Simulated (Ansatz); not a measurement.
Data:

```xyz
4
Lattice="3.1942 0.0000 0.0000 -1.5971 2.7662 0.0000 0.0000 0.0000 5.2041" Properties=species:S:1:pos:R:3 pbc="T T T"
Ga     1.5971     0.9221     2.5978
Ga     0.0000     1.8441     5.1998
N      1.5971     0.9221     4.5579
N      0.0000     1.8441     1.9558
```

Computed with PBEsol, rigid bands (plane waves, PAW, scalar-relativistic; Ansatz, a first-principles code). Condition of this run: hydrostatic pressure -2 GPa (the target of the relaxation). How the cell was made: cell and atoms relaxed with PBEsol, then loaded as said.

Q: Predict the electron conductivity mass (n e² τ/σ) at 300 K, by direction if it differs.

A: 0.180 (x), 0.180 (y), 0.162 (z) mₑ.

Q: What conductivity effective mass do dilute holes have at 300 K?

A: 1.43 (x), 1.43 (y), 1.79 (z) mₑ.

Q: And the band gap?

A: 1.80 eV at this level; semilocal functionals usually fall short of the measured gap.

Rigid bands, one relaxation time for all states, no polarons. Spin-orbit coupling is left out; where it splits the top of the valence band it changes the hole mass and lowers the gap by about a third of the splitting.
